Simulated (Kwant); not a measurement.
Model: Hückel tight-binding model, one pz orbital an atom, one spin, coherent transport at 0 K (Kwant). Conductance is in e²/h.

System: π system C1=CC2=CC=CC2=C1 between two chain leads. The π system is taken as planar. Atoms are numbered from 0 in the order of the SMILES. Site energies (eV, carbon 0): [0.0, 0.0, 0.0, 0.0, 0.0, 0.0, 0.0, 0.0]. Bonds (i, j, β in eV): (0,1,-3) (1,2,-3) (2,3,-3) (3,4,-3) (4,5,-3) (5,6,-3) (6,7,-3) (7,0,-3) (6,2,-3). Leads: chains of hopping −4.5 eV, joined by −1.5 eV to atoms 3 and 7.

Site energies and bond integrals are typed Hückel values.

Sweep values stay those of the base run.

One input was changed, with this effect: transmission at E = 0 1.00 → 0.027.

Problem. Which change was it?
A) contacts moved from atoms [3, 7] to [1, 5]
B) contacts moved from atoms [3, 7] to [0, 5]
C) contacts moved from atoms [3, 7] to [0, 1]
D) contacts moved from atoms [3, 7] to [0, 3]
E) contacts moved from atoms [3, 7] to [0, 4]
F) contacts moved from atoms [3, 7] to [1, 3]

Solution. E, contacts moved from atoms [3, 7] to [0, 4]
